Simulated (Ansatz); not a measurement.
Phonon-limited resistivity of WRu₃ (P6_3/mmc) against temperature in μΩ·cm, PBEsol, DFPT electron-phonon coupling, linearised Boltzmann equation run with Ansatz (an electronic-structure program), harmonic crystal at a fixed cell. x, y and z are the axes of this cell:
```yaml
crystal:
  lattice:
    - [5.44234, 0.00000, 0.00000]
    - [-2.72117, 4.71321, 0.00000]
    - [0.00000, 0.00000, 4.32569]
  atoms:
    - { symbol: Ru, position: [0.16639, 0.33277, 0.25000] }
    - { symbol: Ru, position: [0.83361, 0.66723, 0.75000] }
    - { symbol: Ru, position: [0.83361, 0.16639, 0.75000] }
    - { symbol: Ru, position: [0.16639, 0.83361, 0.25000] }
    - { symbol: Ru, position: [0.66723, 0.83361, 0.25000] }
    - { symbol: Ru, position: [0.33277, 0.16639, 0.75000] }
    - { symbol: W, position: [0.33333, 0.66667, 0.75000] }
    - { symbol: W, position: [0.66667, 0.33333, 0.25000] }
```

```
T      ρ (x, y)  ρ (z)
-----  --------  -----
50 K       1.01   0.50
77 K        3.7    [?]
100 K       6.6    [?]
150 K      13.1    6.4
200 K      19.2    9.4
250 K        25   12.3
273 K        28   13.6
300 K        31   15.1
350 K        36   17.8
400 K        41     20
500 K        52     26
600 K        62     31
800 K        81     42
```

Some entries are withheld; supply them.


- 77 K, ρ (z): 1.81
- 100 K, ρ (z): 3.2

A metal at this level (no band gap). Only scattering by harmonic phonons is included (no impurities, grain boundaries, electron-electron scattering or thermal expansion). Spin-orbit coupling is left out, which matters with elements this heavy. Values near or above 100 μΩ·cm, or paths under about 2 nm, lie near resistivity saturation, where the Boltzmann equation overshoots. Halving the electron mesh (20x20x20) moves the resistivity by up to 7 %. Smearing 0.20 eV; phonons on a 3x3x3 q mesh, which this run doesn't test and which matters most at low temperature.

Computed structure with no diffraction record at hand here (it may be known, metastable or hypothetical): WRu3 (P6_3/mmc).
